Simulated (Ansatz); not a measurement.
Consider TiRu in the CsCl type structure (space group Pm-3m, No. 221; a = 3.0459 Å). Axes: x, y, z lie along the cube axes.

The values are results of PBEsol (Ansatz, a quantum-chemistry and plane-wave program; PAW; 420 eV plane waves; no spin-orbit coupling), not measurements.

It is then changed as follows: a free-standing slab of 3 layers (6 atoms, 2 a layer) is cut normal to [110], with 15 Å of vacuum and the in-plane cell held at bulk.

Task: What does the calculation give for the excess energy per area of both faces after the change?

Result: The excess energy per area of both faces (slab less bulk energy over the cell's area: twice a surface energy) amounts to 5.8 J/m² (uncertain by up to 0.07 J/m²).

Task: Predict the new change of the spacing d12 from its bulk value of 2.154 Å.

Result: The change of the spacing d12 from its bulk value of 2.154 Å amounts to -2.8 %.

The excess energy carries the mismatch between the slab's and the bulk's meshes. Stability against distortions was not tested. The final runs are not spin-polarised.
